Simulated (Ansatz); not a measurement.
Rutile MgH2, treated with PBE-D4 (PAW; Ansatz, an electronic-structure program).

The run printed, among other lines:

```
Relaxation: its limit of steps is 80 (relax.max_steps)
Crystal: 6 atoms, lattice volume = 62.228 Å³
Basis set: ecut = 520 eV, 1679 PW (Γ), exchange–correlation on 72×72×48 points (8 copies of the dense FFT grid, shifted against one another)
Bands: 18, of which v1, the nominal top of the filled ones, is band 12 counted from 1 (11 counted from 0)
Symmetry: 16 space group operations
Space group: P42/mnm (ITA 136), of the structure as read, at distance tolerance 4.0e-5 Å
k-points: 105 of 768
Functional: x = pbe(κ = 0.804, μ = 0.2195149727645171), c = pbe(β = 0.06672455060314922)
SCF iter   1: F=—  HF=-3912.965807 eV  |F-HF|=—  |Δ(HF+E_count)|=         —  Δρ=5.53e-4  dr2=5.34e-5
SCF iter   2: F=—  HF=-3912.965331 eV  |F-HF|=—  |Δ(HF+E_count)|=   4.76e-4  Δρ=3.15e-4  dr2=1.31e-5
  ...
WARN: dispersion: an atom stands within reach of a switch of its C6 between two reference coordination numbers of its element …
SCF 1 converged in 6 iterations: F = -3912.965375 eV  dr2 = 4.67e-10
Crystal: 6 atoms, lattice volume = 62.228 Å³
Initial density: handed on by an earlier stage of this run
WARN: dispersion: an atom stands within reach of a switch of its C6 between two reference coordination numbers of its element …
SCF 2 converged in 3 iterations: F = -3912.965511 eV  dr2 = 3.92e-8
Crystal: 6 atoms, lattice volume = 62.228 Å³
WARN: dispersion: an atom stands within reach of a switch of its C6 between two reference coordination numbers of its element …
SCF 3 converged in 4 iterations: F = -3912.965521 eV  dr2 = 4.31e-10
Crystal: 6 atoms, lattice volume = 62.228 Å³
SCF iter   3: F=—  HF=-3912.965523 eV  |F-HF|=—  |Δ(HF+E_count)|=  7.32e-10  Δρ=5.25e-7  dr2=3.05e-11
SCF iter   4: F=-3912.965523 eV  HF=-3912.965523 eV  |F-HF|=1.36e-12  |Δ(HF+E_count)|=  2.24e-10  Δρ=5.18e-8  dr2=3.56e-13
WARN: dispersion: an atom stands within reach of a switch of its C6 between two reference coordination numbers of its element …
SCF 4 converged in 4 iterations: F = -3912.965523 eV  dr2 = 3.56e-13
SCF converged after 4 iterations
Free energy (F): -3912.965523 eV
Internal energy: -3912.965523 eV  (E = F + TS)
E sigma→0 (E₀):  -3912.965523 eV
Fermi energy:    3.568485 eV
--- Forces (eV/Å), atoms counted from 1 ---
  atom   1  Mg    -0.00000000    -0.00000000    -0.00000000
  atom   2  Mg    -0.00000000    -0.00000000    -0.00000000
  atom   3  H     -0.00239330    -0.00239330    -0.00000000
  atom   4  H     -0.00239330     0.00239330     0.00000000
  atom   5  H      0.00239330    -0.00239330    -0.00000000
  atom   6  H      0.00239330     0.00239330     0.00000000
--- Stress (GPa, compression-positive) ---
       -2.175822      -0.000000       0.000000
       -0.000000      -2.175822       0.000000
        0.000000       0.000000      -2.199792
  P = ⅓ Tr σ = -2.1838 GPa (-21.838 kbar)
```

**Question.** Write an input file that could have produced this run (the log leaves some choices open).

**Answer.** This is not unique; one that fits is 
Ansatz 0.2 input:
```yaml
crystal:
  lattice:
    - [4.5329549052, 0.0, 0.0]
    - [0.0, 4.5329549052, 0.0]
    - [0.0, 0.0, 3.0284789814]
  atoms:
    - { symbol: Mg, position: [0.0, 0.0, 0.0] }
    - { symbol: Mg, position: [0.5, 0.5, 0.5] }
    - { symbol: H, position: [0.3040532941, 0.3040532941, 0.0] }
    - { symbol: H, position: [0.8040532941, 0.1959467059, 0.5] }
    - { symbol: H, position: [0.1959467059, 0.8040532941, 0.5] }
    - { symbol: H, position: [0.6959467059, 0.6959467059, 0.0] }
basis:
  ecutwfc: 520
  ecutrho_ratio: 4
  xc_grid: 2
kpoints:
  mp_grid: { grid: [8, 8, 12] }
hamiltonian:
  xc: pbe
  dispersion: d4
  pseudopotentials: { kind: paw }
scf:
  occupations: { method: fermi_dirac, width: 0.01 }
output:
  forces: true
  stress: true
  eigenvalues: true
relax:
  f_tol: 0.004
  escape_saddle: false
  max_steps: 80
  cell: { stress_tol: 0.02, fix: [volume] }
```

The cell is one volume of an energy–volume scan, off the minimum.

Note: a distance lies near a switch of the dispersion term, which can move the cell.
